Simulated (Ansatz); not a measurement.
Consider CuI in the zinc blende structure (space group F-43m, No. 216; a = 6.023 Å). Axes: x, y, z lie along the cube axes.

All numbers come from plane-wave PAW DFT at the r2SCAN level (Ansatz, a program for electronic structure, 500 eV), no spin-orbit coupling.

Strains are applied to the cell and any free atomic positions relax.

One change was made to it. Results:

```json
[
 {"quantity": "valence-band top at Γ (three highest levels, from the VBM)", "base": "0.00, 0.00, 0.00 eV", "after": "0.00, -0.01, -0.01 eV"},
 {"quantity": "energy relative to the base (free energy F)", "base": "0 meV/atom", "after": "+0.3 meV/atom"},
 {"quantity": "gap character", "base": "direct at Γ", "after": "direct at Γ"}
]
```

Question: What was done to the base?
(A) tensor shear ε_xy = +0.57 %
(B) tensor shear ε_xy = +1.71 %
(C) tensor shear ε_xy = +1.43 %
(D) tensor shear ε_xy = +2.00 %

Answer: A, tensor shear ε_xy = +0.57 %. For comparison, the valence-band top at Γ in the other runs: tensor shear ε_xy = +2.00 % gives 0.00, -0.03, -0.05 eV; tensor shear ε_xy = +1.43 % gives 0.00, -0.02, -0.04 eV; tensor shear ε_xy = +1.71 % gives 0.00, -0.03, -0.04 eV.

With I present, leaving out spin-orbit coupling can change the band edges. No phonon test of stability was made. All final runs are without spin polarisation. k-point labels follow each cell's own Brillouin zone.
